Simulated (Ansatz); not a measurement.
System: CaZrN2 (R-3m, No. 166, 4 atoms in the cell; start mp-1029267). Method: r²SCAN0 in Ansatz (plane waves, PAW).

Settings: plane-wave cutoff 520 eV, 8×8×8 k mesh, Fermi–Dirac smearing 0.01 eV, scalar-relativistic PAW data made under PBE.

Cell (relaxed with PBEsol):

```cif
data_CaN2Zr
_chemical_formula_sum 'Ca1 Zr1 N2'
_space_group_name_H-M_alt 'P 1'
_space_group_IT_number 1
_cell_length_a 5.87093
_cell_length_b 5.87093
_cell_length_c 5.87093
_cell_angle_alpha 32.502
_cell_angle_beta 32.502
_cell_angle_gamma 32.502
loop_
_space_group_symop_operation_xyz
  'x, y, z'
loop_
_atom_site_label
_atom_site_type_symbol
_atom_site_fract_x
_atom_site_fract_y
_atom_site_fract_z
_atom_site_occupancy
Ca1 Ca 0.00000 0.00000 0.00000 1
Zr1 Zr 0.50000 0.50000 0.50000 1
N1 N 0.23853 0.23853 0.23853 1
N2 N 0.76147 0.76147 0.76147 1
```

What does this level give for the band gap, smallest direct gap on the k points sampled and Γ–Γ gap?


- band gap: 2.31 eV (on the SCF k mesh)
- smallest direct gap on the k points sampled: 3.04 eV
- Γ–Γ gap: 4.83 eV

Note: cell and atoms aren't relaxed at this level (largest force component 0.14 eV/Å, pressure 2.1 GPa).

Spin–orbit coupling is not included.

Static lattice: no zero-point or thermal effects.

Computing time: about 9 core-minutes (a rough figure).

A start named mp-… is a Materials Project structure, which need not be a measured phase.

Ansatz is an electronic-structure program.
